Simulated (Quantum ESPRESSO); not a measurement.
Quantum ESPRESSO run on CeCd₂ (P6mm, 3 atoms in the cell): self-consistent single point.

Method: PBEsol, SSSP 1.1.2 efficiency (PBE) pseudopotentials (plane waves; Quantum ESPRESSO).

```
CeCd2
1.0
    5.18734     0.00000     0.00000
   -2.59367     4.49237     0.00000
    0.00000     0.00000     3.22266
Ce Cd
1 2
Direct
  0.00000   0.00000   0.01551
  0.33333   0.66667   0.50000
  0.66667   0.33333   0.50000
```
Moments meant for the start (each program seeds them in its own way; μB, in the order of the atoms Ce Cd Cd): 1.0 0.0 0.0.

Reference input (self-consistent single point, DFT, PBEsol, plane waves, SSSP 1.1.2 efficiency (PBE) pseudopotentials): ecutwfc = 50 Ry; ecutrho = 400 Ry; occupations = smearing; smearing = fd; degauss = 0.0073499 Ry; nspin = 2; input_dft = pbesol; potentials = {Ce: Ce.GGA-PBE-paw-v1.0.UPF, Cd: Cd.pbe-dn-rrkjus_psl.0.3.1.UPF}; K_POINTS = automatic 4 4 5 0 0 0; conv_thr = 1e-10 Ry; mixing_beta = 0.3. This run's input differs from it in these lines:

```diff
@@ -16,2 +16,3 @@
     degauss = 0.0073499,
+    nbnd = 18,
     nspin = 2,
```

Output (repeated stretches shortened):

```
     Self-consistent Calculation

     iteration #  1     ecut=    50.00 Ry     beta= 0.30

 %%%%%%%%%%%%%%%%%%%%%%%%%%%%%%%%%%%%%%%%%%%%%%%%%%%%%%%%%%%%%%%%%%%%%%%%%%%%%%
     Error in routine efermig (1):
     internal error, cannot bracket Ef
 %%%%%%%%%%%%%%%%%%%%%%%%%%%%%%%%%%%%%%%%%%%%%%%%%%%%%%%%%%%%%%%%%%%%%%%%%%%%%%

     stopping ...
```

The program stopped with an error at about iteration 1. 

The starting cell comes from a database of computed structures (which also holds hypothetical and non-ambient phases and stackings), without a prior relaxation at this level. Its lattice was rescaled by up to half a per cent. One atom was moved a little off its site on purpose.
